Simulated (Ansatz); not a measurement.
We consider NiCl2 (R-3m, No. 166), described by PBEsol in Ansatz (PAW).

Run with plane-wave cutoff 500 eV, 14×14×14 k mesh, gaussian smearing 0.02 eV, spin-polarised start, scalar-relativistic PAW data made under PBE.

Computed at the level's own relaxed cell.

Problem. What does this level give for the equilibrium volume per atom, lattice parameter a, lattice parameter c and band gap?

Solution. 
- equilibrium volume per atom = 20.79 Å³/atom
- lattice parameter a = 3.418 Å
- lattice parameter c = 18.492 Å
- band gap = 0.88 eV (on the SCF k mesh)

Measured, for comparison: band gap 4.7 eV (100 K, zero-point motion not removed, photoconductivity gap, single crystal; the page drops the formulas, order Cl, Br, I taken from the sentence be; as tabulated in Ronda et al. (1987), doi:10.1103/physrevb.35.4038). Computed (rounded) less measured: band gap -3.82 eV.

Note: the magnetic order was assumed, not searched for or taken from measurement; the cell comes from a level without a dispersion term, which matters for the spacing of layers, chains or molecules; a magnet's gap depends somewhat on the PAW data; the cell has widely spaced layers and the level no dispersion term, so their spacing and the moduli can rest on weak binding.

Computing time: about 11 core-minutes (a rough figure).

Ansatz is a quantum-chemistry and plane-wave program.
